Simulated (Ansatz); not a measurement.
**A constructed model of the (111) surface of fcc Al, a layer of Mn in place of the second plane (bottom of the slab: a bare face, its two planes held)**

Calculation: PBE (plane waves to 420 eV, PAW; Ansatz, a program for electronic structure).

Model: 6-atom slab, 11.9 Å thick at the start with caps and adatoms (thin: gaps and levels are the slab's own), 15x15x1 mesh, Fermi-Dirac 0.1 eV, dipole correction, 2 atoms held, the rest relaxed; held to the start's symmetry, so lower structures may exist; spin-polarised, ending with about 2.5 μB a cell; orders that need a larger cell were not tried, no spin-orbit, no U. In PBE it lies 0.18 eV a 1x1 cell over the lowest computed structure of the same composition (a layer of Mn in place of the third plane).

```
Property                                          Value
-----------------------------  ------------------------
work function of the top face                   4.40 eV
energy released by relaxation                   0.44 eV
magnetic moment of the cell                     2.54 μB
cost                           roughly 110 core-seconds
```
